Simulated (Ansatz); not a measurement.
Where the default PAW files enter, the runs use the earlier of Ansatz's two default sets.

Input:

```yaml
crystal:
  lattice:
    - [3.20471, 0.00000, 0.00000]
    - [-1.60235, 2.77536, 0.00000]
    - [1.60235, -0.92512, 2.61663]
  atoms:
    - { symbol: B, position: [0.00000, 0.00000, 0.00000] }
    - { symbol: P, position: [0.25000, 0.75000, 0.25000] }
```

Space group of this cell: F-43m, zinc blende. The cell is taken as given.

Calculation: r2SCAN (plane waves, PAW; Ansatz, a first-principles code).

The current runs along the normal of the first two printed vectors; no spin-orbit coupling. Scaled by the factor s: both lengths across the current (ions clamped). Meshes 12×12×12 and 12×12 across the current in all rows.

| s | mean pressure (GPa) | slowest mid-gap decay constant κ (1/Å) |
|---|---|---|
| 0.98 | 8.0 | ? |
| 1.00 | 0.5 | 0.139 |
| 1.02 | -5.7 | 0.151 |

Take the slope of the slowest mid-gap decay constant κ against ln s from the two given rows, extrapolate to s = 0.98, and say what the run there gives.

Slope = (0.151 − 0.139) / ln 1.02 = 0.606 1/Å. The line gives 0.139 + (0.606) × ln 0.98 = 0.127 1/Å. The run gives 0.130 1/Å, 0.003 1/Å over the line, 26 % of the predicted step.
